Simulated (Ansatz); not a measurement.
## Relaxation of the atoms of Cs₂LiScCl₆ (R-3m, 20 atoms in the cell) at several settings

```yaml
crystal:
  lattice:
    - [3.63220, 2.09705, 11.94355]
    - [-3.63220, 2.09705, 11.94355]
    - [0.00000, -4.19410, 11.94355]
  atoms:
    - { symbol: Sc, position: [0.50000, 0.50000, 0.50000] }
    - { symbol: Cl, position: [0.61570, 0.14500, 0.61570] }
    - { symbol: Cl, position: [0.61570, 0.61570, 0.14500] }
    - { symbol: Cl, position: [0.14500, 0.61570, 0.61570] }
    - { symbol: Cl, position: [0.38430, 0.85500, 0.38430] }
    - { symbol: Cl, position: [0.85500, 0.38430, 0.38430] }
    - { symbol: Cl, position: [0.38430, 0.38430, 0.85500] }
    - { symbol: Cs, position: [0.12636, 0.12636, 0.12636] }
    - { symbol: Cs, position: [0.87364, 0.87364, 0.87364] }
    - { symbol: Cl, position: [0.79958, 0.28238, 0.79958] }
    - { symbol: Cl, position: [0.79958, 0.79958, 0.28238] }
    - { symbol: Cl, position: [0.28238, 0.79958, 0.79958] }
    - { symbol: Cl, position: [0.20042, 0.71762, 0.20042] }
    - { symbol: Cl, position: [0.71762, 0.20042, 0.20042] }
    - { symbol: Cl, position: [0.20042, 0.20042, 0.71762] }
    - { symbol: Sc, position: [0.00000, 0.00000, 0.00000] }
    - { symbol: Cs, position: [0.28813, 0.28813, 0.28813] }
    - { symbol: Cs, position: [0.71187, 0.71187, 0.71187] }
    - { symbol: Li, position: [0.40890, 0.40890, 0.40890] }
    - { symbol: Li, position: [0.59110, 0.59110, 0.59110] }
```

Base: Ansatz (an electronic-structure program) with LDA (PW92), default PAW files made with PBE. Its settings: basis.ecutwfc = 30.9 Ry; kpoints.mp_grid.grid = 3 3 3; hamiltonian.xc = lda; hamiltonian.pseudopotentials = {kind: paw} (the program's default PAW files); scf.occupations.method = gaussian; scf.occupations.width = 0.0037 Ry. Starting volume 27.29 Å³ per atom.

Each line gives the change from the base single point and the result:

- atoms moved at random; relax: default → atoms; relax.f_tol: default → 0.005 eV/Å: pressure -1.95 GPa; largest force (vector length) 0.002 eV/Å; relaxation steps 6; free energy against the base single point -0.7 meV/atom.
- atoms moved at random; relax: default → atoms; relax.f_tol: default → 0.03 eV/Å: pressure -1.97 GPa; largest force (vector length) 0.019 eV/Å; relaxation steps 5; free energy against the base single point -0.7 meV/atom.
- relax: default → atoms: pressure -1.95 GPa; largest force (vector length) 0.001 eV/Å; relaxation steps 6; free energy against the base single point -0.7 meV/atom.

The starting cell comes from a database of published, mostly measured structures (it also holds non-ambient and calculated ones), without a prior relaxation at this level. Its lattice was rescaled by a random factor within 2.5 % of one. Ansatz's pressure includes its estimate of the finite-basis (Pulay) stress.

Keys are those of Ansatz 0.2.
